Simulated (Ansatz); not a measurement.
Consider the following.

```
InSb
1.0
    0.00000     3.22890     3.22890
    3.22890     0.00000     3.22890
    3.22890     3.22890     0.00000
In Sb
1 1
Direct
  0.00000   0.00000   0.00000
  0.25000   0.25000   0.25000
```

No spin polarisation.

Method: DFT with r2SCAN, PAW potentials and a 500 eV plane-wave cutoff in Ansatz (a first-principles code), spin-orbit coupling left out. Settings: 12×12×12 k-points, 0.05 eV Fermi–Dirac smearing.

Question: What is the computed band gap?

Answer: 0.30 eV.

Question: Predict the pressure.

Answer: 2.2 GPa.

Question: Predict the space group.

Answer: F-43m (No. 216).

Spin-orbit coupling, missing from the scalar runs, can matter with Sb. The cells carry an imposed strain or load. Stability against distortions was not tested. The cell was made from InSb in the zinc blende structure (space group F-43m, No. 216) by this change: isotropic strain −1.50 %.
